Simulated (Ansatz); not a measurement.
This concerns the energy of the reaction as written. Reaction: 1/4 cell B + 3/8 F2 (gas) → cell A. Negative: the products are lower in energy.

Cell A: a slab of Cu (fcc, Fm-3m) cut along (111), 9 atoms, hexagonal cell of 2.57 Å (5.7 Å²), symmetry P3m1 within 0.02 Å, 15.9 Å thick under 16 Å of vacuum, in-plane vectors held at the crystal's; planes from bottom to top: Cu × 8 | F, its two faces unlike (dipole correction applied); added, foreign or displaced atoms, above the top plane: F bound to 3 Cu at 2.00 Å; spin state with PBE: run without spin, k-point mesh 21×21×1.
```xyz
9
Lattice="2.5667 0.0000 0.0000 1.2833 2.2228 0.0000 0.0000 0.0000 31.7620" Properties=species:S:1:pos:R:3 pbc="T T T"
Cu     2.5667     1.4819     8.0057
Cu     0.0000     0.0000    10.0809
Cu     1.2833     0.7409    12.1701
Cu     2.5667     1.4819    14.2652
Cu     0.0000     0.0000    16.3597
Cu     1.2833     0.7409    18.4595
Cu     2.5667     1.4819    20.5519
Cu     0.0000     0.0000    22.6039
F      1.2833     0.7409    23.9445
```

Cell B: a slab of Cu (fcc, Fm-3m) cut along (111), 33 atoms, hexagonal cell of 5.13 Å (22.8 Å²), symmetry P3m1 within 0.02 Å, 16.0 Å thick under 16 Å of vacuum, in-plane vectors held at the crystal's; planes from bottom to top: Cu4 × 8 | F, its two faces unlike (dipole correction applied); added, foreign or displaced atoms, above the top plane: F bound to 3 Cu at 2.09 Å; spin state with PBE: run without spin, k-point mesh 8×8×1.
```xyz
33
Lattice="5.1334 0.0000 0.0000 2.5667 4.4456 0.0000 0.0000 0.0000 31.7620" Properties=species:S:1:pos:R:3 pbc="T T T"
Cu     5.1332     1.4820     8.0377
Cu     2.5669     1.4820     8.0377
Cu     6.4167     3.7047     8.0385
Cu     3.8500     3.7045     8.0377
Cu     0.0001     0.0001    10.1125
Cu     2.5665     0.0001    10.1125
Cu     1.2833     2.2227    10.1125
Cu     3.8500     2.2228    10.1132
Cu     1.2833     0.7409    12.1942
Cu     3.8500     0.7403    12.1936
Cu     2.5662     2.9641    12.1936
Cu     5.1339     2.9641    12.1936
Cu     5.1324     1.4824    14.2795
Cu     2.5676     1.4824    14.2795
Cu     6.4167     3.7047    14.2820
Cu     3.8500     3.7036    14.2795
Cu     0.0002     0.0001    16.3698
Cu     2.5664     0.0001    16.3698
Cu     1.2833     2.2225    16.3698
Cu     3.8500     2.2228    16.3778
Cu     1.2833     0.7409    18.4494
Cu     3.8500     0.7343    18.4599
Cu     2.5609     2.9671    18.4599
Cu     5.1391     2.9671    18.4599
Cu     5.1415     1.4772    20.5247
Cu     2.5586     1.4772    20.5247
Cu     6.4167     3.7047    20.5981
Cu     3.8500     3.7141    20.5247
Cu    -0.0298    -0.0172    22.6335
Cu     2.5965    -0.0172    22.6335
Cu     1.2833     2.2572    22.6335
Cu     3.8500     2.2228    22.5187
F      1.2833     0.7409    24.0743
```

Reference: an isolated F2 molecule (singlet) in a box of 11 × 11 × 13 Å.

Computed with Ansatz (plane waves, PAW), its default PAW set, cutoff 420 eV, 500 eV for r2SCAN. The structures are at rest with PBE, within the held lattices; other levels are single points on them. Neutral cells; Fermi-Dirac smearing of at most 0.10 eV in the solids, energies taken to zero width. The lattices are those relaxed with PBE, so at other levels the solids can be strained, which adds to the spread. Larger cells are relaxed from a start prepared with the learned potential CHGNet, on a coarser mesh till forces fall under 0.03 eV/Å, which some starts already meet. A dispersion term (D3(BJ), or D4 for r2SCAN) was computed beside these levels and is taken off wherever the name lacks it. Static lattices, no vibrational contributions. No structure search was made; lower ones may exist. The d electrons get no Hubbard U. No correction for cell size. The cells' k-point meshes differ in density, so the last digit is unsettled. Cell A has symmetry P3m1 within 0.02 Å and got no random move, so less symmetric positions, which may lie lower, weren't tried. Cell B has symmetry P3m1 within 0.02 Å and got no random move, so less symmetric positions, which may lie lower, weren't tried.

Task: Predict the value from PBE.

Result: -1.25 eV, for 1/4 cell B + 3/8 F2 (gas) → cell A.

Task: What do the other levels give, and how wide is the spread?

Result: 
```csv
Level,value (eV),less PBE
r2SCAN,-1.59,-0.34
```

The levels shown span 0.34 eV, from r2SCAN (-1.59) to PBE (-1.25).

Ansatz is a first-principles code.
